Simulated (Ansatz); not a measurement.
Structure of amorphous Hf$_{18}$O$_{41}$P$_{2}$ (periodic cell):

```xyz
61
Lattice="9.1435 -0.3051 0.0743 -0.3051 8.7356 0.3087 0.0743 0.3087 9.6475" Properties=species:S:1:pos:R:3 pbc="T T T"
Hf     6.3376     2.0283     6.8102
Hf     1.2162     1.7977     2.8541
Hf     3.4116     1.1903     5.3011
Hf     0.6228     2.9358     6.0218
Hf     5.9230     5.9130     1.1628
Hf     4.7886     3.6312     3.4262
Hf     1.6483     0.9623     9.2622
Hf     6.8185     5.5030     6.9838
Hf     1.2813     6.8788     6.4236
Hf     8.5744     4.2386     2.3340
Hf     3.5090     4.5059     6.9085
Hf     4.5260     2.0131     0.4735
Hf     8.2391     3.1488     9.3402
Hf     3.7161     7.8132     8.2153
Hf     7.8940     7.1679     4.2634
Hf     7.0364     1.4803     3.4841
Hf     2.5845     4.7153     0.3653
Hf     4.6737     6.7359     4.7029
O      1.3929     4.8713     6.1298
O      1.3539     1.2080     4.9836
O      6.8906     3.5729     3.3513
O      7.0481     4.2909     0.7026
O      8.7671     8.3073     9.7685
O      8.0489     3.8528     7.3744
O      0.5210     4.4232     0.3928
O      6.2839     2.3746     8.9827
O      0.9417     7.0496     4.1552
O      6.2689     7.9385     0.7107
O      4.1464     3.8801     1.4948
O      8.6884     0.2720     3.3161
O      0.5416     3.5319     3.6974
O      3.7163     0.6177     9.3703
O      7.8842     1.9203     5.4877
O      3.8781     4.8135     4.8784
O      8.4360     2.1336     1.6740
O      6.5564     5.7824     5.0527
O      3.5789     3.7011     8.7811
O      2.1007     2.1487     0.9801
O      1.7429     8.4129     7.9396
O      3.0629     7.7513     5.8326
O      5.5074     3.8976     6.8922
O      4.7991     0.6918     6.9026
O      5.4743     1.6632     2.1751
O      7.1334     6.6675     8.7212
O      8.4678     6.7989     6.2981
O      4.2039     6.5337     9.8145
O      7.4185     0.3651     7.7022
O      6.0652     8.2417     4.3677
O      4.8841     6.4121     6.9683
O      1.7598     5.9247     2.0601
O      2.7465     2.6718     6.4556
O      2.4406     6.0012     8.0703
O      0.5951     2.3392     8.1448
O      5.1336     5.7418     2.9257
O      7.8337     6.1330     2.5314
O      3.2935     7.5746     3.3037
O      3.1552     2.2316     3.5298
O      5.3222     2.0825     4.8615
O      1.3248     8.4609     2.0735
P      1.8693     7.2415     2.8667
P      7.3596     8.1654     9.1763
```

Method: PBE, scalar-relativistic without spin-orbit coupling (plane waves to 420 eV, PAW; Ansatz, a quantum-chemistry and plane-wave program).

The cell was made by melting and quenching with the CHGNet potential and then relaxed with DFT. O atoms were pushed apart under 1.9 Å during the dynamics, to hinder bonds among them. The hot cell started wider than the set density and was brought back towards it in steps. It is the lowest in DFT energy of 2 quenches. It is a model cell: composition and starting density were chosen by hand, and all elements were melted together. No dispersion term was used. Its density started from a set value of 8.17 and ended at 8.49 g/cm³. The simulated quench (nominally 450 K/ps over its main leg) is rapid and tends to freeze in more defects than a deposited or slowly cooled glass has. A cell of this size samples the disorder only roughly. Volume and shape were free in the relaxation.

Cut-offs for bonds: Hf-Hf 3.34 Å, Hf-O 2.84 Å, Hf-P 2.85 Å, O-O 1.58 Å, O-P 2.08 Å, P-P 2.50 Å. Two cations that share two anions don't count as bonded, nor two that share one unless they lie closer than Hf-Hf 3.25 Å, Hf-P 2.77 Å, P-P 2.29 Å.

### Question
Give the coordination numbers, mean bond lengths and angles.

### Answer

- Mean coordination of Hf by anions: 6.61 (7 with 6, 11 with 7)
- Mean coordination of O: 3.10 (4 with 2, 29 with 3, 8 with 4)
- Mean coordination of P by anions: 4.00 (2 with 4)
- Mean Hf-O bond: 2.166 Å (spread 0.147 Å, 119 counted)
- Mean O-P bond: 1.552 Å (spread 0.026 Å, 8 counted)
- Bond angle at Hf: mean 102.1°, spread 29.5°
- Bond angle at O: mean 114.6°, spread 19.0°
- Bond angle at P: mean 109.4°, spread 4.0°

### Question
List the pairs of like atoms that count as bonded by the rules above.

### Answer
There are none by these rules.
